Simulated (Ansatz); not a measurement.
System: NaBeH₃ (Pm-3m, No. 221, 5 atoms in the cell; start mp-23729). Method: G0W0@PBEsol (Ansatz, an electronic-structure program, plane waves, hard PAW, contour deformation).

The cell is the one relaxed with PBEsol. Conventional cell: a = 3.3265 Å, b = 3.3265 Å, c = 3.3265 Å, α = 90.00°, β = 90.00°, γ = 90.00°.

The quasiparticle gap at Γ at a fixed k mesh 2×2×2:

```csv
response cutoff,value (eV)
"250 eV, 607 empty bands",5.066
"300 eV, 798 empty bands",5.079
"400 eV, 1228 empty bands",5.095
"500 eV, 1717 empty bands",5.104
```

Q: Taking the value to converge with the response cutoff E as E^(−3/2), extrapolate from the last two rows.

A: With y = y∞ + c/w and weights w = 8000 and 11180 for the last two rows, y∞ = (w2 y2 − w1 y1)/(w2 − w1) = (11180 × 5.104 − 8000 × 5.095)/3180 = 5.127 eV, which lies 0.023 beyond the last row. Successive pairs of rows give 5.120, 5.125, 5.127. The limit also hangs on the law assumed, so its last digits aren't firm.

The other settings are not extrapolated, so this is the limit in one setting alone.

At the last cutoff the smallest gap on this mesh is 1.86 eV, with an edge away from Γ.

A start named mp-… is a Materials Project structure, which need not be a measured phase.
